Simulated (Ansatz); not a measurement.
## GaAs: response to strain

Start from GaAs in the zinc blende structure (space group F-43m, No. 216; a = 5.667 Å). Axes: x, y, z lie along the cube axes.

Strains are applied to the cell and any free atomic positions relax; under biaxial strain the out-of-plane vector relaxes too.

Computed with plane-wave PAW DFT at the r2SCAN level (Ansatz, an electronic-structure program, 500 eV), scalar-relativistic without spin-orbit coupling.

Notes on the quantities. energy relative to the base: free energy F.

| variant | electron mass | ratio −ε⊥/ε∥ | energy relative to the base | band gap |
|---|---|---|---|---|
| base | 0.051 mₑ (at Γ) | – | 0 meV/atom | 0.96 eV |
| biaxial strain +0.50 %, plane normal [001], relaxed out of plane | 0.049 mₑ (at Γ) | – | +0.4 meV/atom | 0.88 eV |
| biaxial strain +1.00 %, plane normal [001], relaxed out of plane | 0.044 mₑ out of plane, 0.048 mₑ in plane (at Γ) | 0.85 | +1.7 meV/atom | 0.80 eV |
| biaxial strain +1.50 %, plane normal [001], relaxed out of plane | 0.041 mₑ out of plane, 0.046 mₑ in plane (at Γ) | 0.86 | +3.8 meV/atom | 0.72 eV |
| biaxial strain +2.00 %, plane normal [001], relaxed out of plane | 0.037 mₑ out of plane, 0.044 mₑ in plane (at Γ) | 0.86 | +6.7 meV/atom | 0.64 eV |
| biaxial strain +2.50 %, plane normal [001], relaxed out of plane | 0.033 mₑ out of plane, 0.043 mₑ in plane (at Γ) | 0.86 | +10 meV/atom | 0.56 eV |
| biaxial strain +3.00 %, plane normal [001], relaxed out of plane | 0.029 mₑ out of plane, 0.041 mₑ in plane (at Γ) | 0.87 | +15 meV/atom | 0.48 eV |

Masses are band curvatures over ±0.01 Å⁻¹ around the edge. No phonon test of stability was made.
